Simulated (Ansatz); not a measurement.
The starting structures come from a database of crystals and need not be the phases stable at ambient conditions.

Evanescent states of AlPO$_{4}$ (P6_422, not sure to be the ambient phase, 18 atoms a cell, 14.2 Å³ an atom, 3 GPa at this level) along the normal of (100)

All values below come from PBEsol (plane waves, PAW; Ansatz, an electronic-structure program).

The gap is the functional's own. No spin-orbit coupling. Mid-gap values are interpolated on the energy grid.

Energies count from the valence-band top; κ is the least over a 6×4 mesh across the current.

| E (eV) | κ (1/Å) | where |
|---|---|---|
| 0.13 | 0.264 | Γ |
| 0.39 | 0.383 | off Γ |
| 0.65 | 0.453 | off Γ |
| 0.91 | 0.504 | off Γ |
| 1.17 | 0.536 | Γ |
| 1.43 | 0.538 | Γ |
| 1.69 | 0.537 | Γ |
| 1.95 | 0.534 | Γ |
| 2.21 | 0.529 | Γ |
| 2.47 | 0.522 | Γ |
| 2.73 | 0.512 | Γ |
| 2.99 | 0.500 | Γ |
| 3.25 | 0.485 | Γ |
| 3.51 | 0.468 | Γ |
| 3.77 | 0.447 | Γ |
| 4.03 | 0.422 | Γ |
| 4.29 | 0.394 | Γ |
| 4.55 | 0.359 | Γ |
| 4.81 | 0.317 | Γ |
| 5.07 | 0.265 | Γ |
| 5.33 | 0.192 | Γ |
| 5.59 | 0.030 | Γ |

**Question.** How thick must the barrier be to attenuate the transmission by 10^8 when the electrodes' Fermi level lies at 2.21 eV, and what attenuation does that film give at 0.13 eV?

**Answer.** d = 8 ln 10 / (2 × 0.529) = 17.4 Å. At 0.13 eV it gives 8 × 0.264/0.529 = 4.0 decades.
